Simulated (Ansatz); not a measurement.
We consider Ag₃Sn (P-6m2, No. 187, 4 atoms in the cell; start mp-1229107), described by LDA in Ansatz (plane waves, PAW).

Output (set-up and result lines):

```
Relaxation: its limit of steps is 80 (relax.max_steps)
Crystal: 4 atoms, lattice volume = 70.990 Å³
Basis set: ecut = 520 eV, 1955 PW (Γ), exchange–correlation on 48×48×144 points (8 copies of the dense FFT grid, shifted against one another)
Bands: 43, of which v1, the nominal top of the filled ones, is band 36 counted from 1 (35 counted from 0)
Symmetry: 12 space group operations
Space group: P-6m2 (ITA 187), of the structure as read, at distance tolerance 4.1e-5 Å
k-points: 244 of 3456 (time reversal used)
Functional: x = slater, c = lda
SCF iter   1: F=—  HF=-28253.624436 eV  |F-HF|=—  |Δ(HF+E_count)|=         —  Δρ=1.20e-2  dr2=7.97e-2
SCF iter   2: F=—  HF=-28253.601905 eV  |F-HF|=—  |Δ(HF+E_count)|=   2.25e-2  Δρ=4.12e-3  dr2=5.83e-3
  ...
SCF 1 converged in 8 iterations: F = -28253.600146 eV  dr2 = 3.53e-8
Crystal: 4 atoms, lattice volume = 70.990 Å³
Initial density: handed on by an earlier stage of this run
SCF 2 converged in 6 iterations: F = -28253.600369 eV  dr2 = 5.08e-8
Crystal: 4 atoms, lattice volume = 70.990 Å³
SCF 3 converged in 6 iterations: F = -28253.600456 eV  dr2 = 6.19e-9
Crystal: 4 atoms, lattice volume = 70.990 Å³
SCF iter   4: F=—  HF=-28253.600456 eV  |F-HF|=—  |Δ(HF+E_count)|=  9.46e-11  Δρ=1.48e-7  dr2=7.69e-11
SCF iter   5: F=-28253.600456 eV  HF=-28253.600456 eV  |F-HF|=7.28e-12  |Δ(HF+E_count)|=  1.09e-11  Δρ=7.48e-8  dr2=2.90e-12
SCF 4 converged in 5 iterations: F = -28253.600456 eV  dr2 = 2.90e-12
SCF converged after 5 iterations
Free energy (F): -28253.600456 eV
Internal energy: -28253.591257 eV  (E = F + TS)
E sigma→0 (E₀):  -28253.595856 eV
Fermi energy:    16.823798 eV
--- Stress (GPa, compression-positive) ---
        2.196760      -0.000000      -0.000000
       -0.000000       2.196760       0.000000
       -0.000000       0.000000       2.212266
  P = ⅓ Tr σ = 2.2019 GPa (22.019 kbar)
```

Problem. Write an input file that could have produced this run (the log leaves some choices open).

Solution. Several could match; the one computed here: 
Ansatz 0.2 input:
```yaml
crystal:
  lattice:
    - [2.9884551733, 0.0, 0.0]
    - [-1.4942275867, 2.5880780982, 0.0]
    - [0.0, 0.0, 9.1785480152]
  atoms:
    - { symbol: Ag, position: [0.0, 0.0, 0.5] }
    - { symbol: Ag, position: [0.6666666667, 0.3333333333, 0.2624296761] }
    - { symbol: Ag, position: [0.6666666667, 0.3333333333, 0.7375703239] }
    - { symbol: Sn, position: [0.0, 0.0, 0.0] }
basis:
  ecutwfc: 520
  ecutrho_ratio: 4
  xc_grid: 2
kpoints:
  mp_grid: { grid: [24, 24, 6] }
hamiltonian:
  xc: lda
  dispersion: none
  pseudopotentials: { kind: paw }
scf:
  occupations: { method: fermi_dirac, width: 0.05 }
output:
  forces: true
  stress: true
  eigenvalues: true
relax:
  f_tol: 0.004
  escape_saddle: false
  max_steps: 80
  cell: { stress_tol: 0.02, fix: [volume] }
```

The cell is one volume of an energy–volume scan, off the minimum.

The PAW data were made under PBE.

Note: the relaxation could not lower the start's symmetry, so the cell can be a saddle point above a distorted one.

A start named mp-… is a Materials Project structure, which need not be a measured phase.

Ansatz is a program for electronic structure.
